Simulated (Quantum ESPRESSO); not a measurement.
Band structure of MgIn2Te4 (Cm, 7 atoms in the cell).

```yaml
crystal:
  lattice:
    - [4.49865, -4.50172, 0.00000]
    - [4.49865, 4.50172, 0.00000]
    - [-4.49320, 0.00000, 6.46451]
  atoms:
    - { symbol: Mg, position: [0.99834, 0.99834, 0.99949] }
    - { symbol: In, position: [0.25037, 0.75079, 0.50001] }
    - { symbol: In, position: [0.75079, 0.25037, 0.50001] }
    - { symbol: Te, position: [0.84596, 0.38486, 0.22957] }
    - { symbol: Te, position: [0.38486, 0.84596, 0.22957] }
    - { symbol: Te, position: [0.15512, 0.15512, 0.77120] }
    - { symbol: Te, position: [0.61458, 0.61458, 0.77014] }
```

Level of theory: LDA (PZ), GBRV 1.5 ultrasoft (LDA) pseudopotentials (plane waves; Quantum ESPRESSO).

Settings: ecutwfc = 40 Ry; ecutrho = 200 Ry; occupations = fixed; potentials = {Mg: mg_lda_v1.4.uspp.F.UPF, In: in_lda_v1.4.uspp.F.UPF, Te: te_lda_v1.uspp.F.UPF}; K_POINTS = automatic 3 3 3 1 1 1; nbnd = 36; conv_thr = 1e-10 Ry; mixing_beta = 0.4.

The starting cell comes from a database of computed structures (which also holds hypothetical and non-ambient phases and stackings), without a prior relaxation at this level. Its lattice was rescaled by a random factor within 2.5 % of one. Spin-orbit coupling is off.

**Question.** Predict the gap along the standard path and the places of the band edges.

**Answer.** The gap along the path is 0.50 eV, direct at Γ to within 0.01 eV.

Levels in eV from the top of the valence band on the SCF mesh, bands 27 to 34:
```json
[
 {"point": "Γ", "27": "-1.70", "28": "-0.27", "29": "0.03", "30": "0.03", "31": "0.53", "32": "2.25", "33": "2.86", "34": "3.04"},
 {"point": "Y", "27": "-1.07", "28": "-1.04", "29": "-0.28", "30": "-0.28", "31": "1.51", "32": "1.51", "33": "3.26", "34": "4.13"},
 {"point": "F", "27": "-1.37", "28": "-0.75", "29": "-0.43", "30": "0.01", "31": "1.21", "32": "2.63", "33": "2.65", "34": "3.44"},
 {"point": "H", "27": "-1.31", "28": "-1.07", "29": "-0.71", "30": "-0.53", "31": "1.35", "32": "1.96", "33": "2.54", "34": "2.56"},
 {"point": "Z", "27": "-1.36", "28": "-1.09", "29": "-0.58", "30": "-0.58", "31": "1.02", "32": "2.01", "33": "2.24", "34": "2.25"},
 {"point": "I", "27": "-1.07", "28": "-0.54", "29": "-0.32", "30": "-0.26", "31": "0.78", "32": "2.12", "33": "2.93", "34": "4.13"},
 {"point": "Y1", "27": "-1.07", "28": "-1.04", "29": "-0.28", "30": "-0.28", "31": "1.51", "32": "1.51", "33": "3.26", "34": "4.13"},
 {"point": "X", "27": "-1.06", "28": "-0.55", "29": "-0.32", "30": "-0.26", "31": "0.78", "32": "2.12", "33": "2.93", "34": "4.12"}
]
```
